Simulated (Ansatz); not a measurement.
# Pyrite PtAs₂

Calculation: PBE in Ansatz (plane waves, PAW).

Numerical settings: plane-wave cutoff 520 eV, 6×6×6 k mesh, Fermi–Dirac smearing 0.01 eV, scalar-relativistic PAW data made under PBE.

Cell: relaxed at this level.

- equilibrium volume per atom = 18.53 Å³/atom
- bulk modulus = 135 GPa
- lattice constant a = 6.058 Å
- band gap = 0.06 eV
- smallest direct gap on the k points sampled = 0.79 eV
- direct gap at Γ = 1.51 eV
- pressure derivative B′ of the bulk modulus = 5.6

Measured, for comparison: equilibrium volume per atom 17.70 Å³/atom, lattice constant a 5.967 Å (temperature not stated, not corrected to a static lattice; as tabulated in Wikipedia's data pages). Computed (rounded) less measured: equilibrium volume per atom +4.7 %, lattice constant a +1.5 %.

Note: the bulk modulus comes from volumes at which shape and atoms were relaxed.

Spin–orbit coupling is not included; it can close the smallest gap of 0.06 eV.

Computed values are for the static lattice.

The result took roughly 16 core-minutes.

Ansatz is a program for electronic structure.
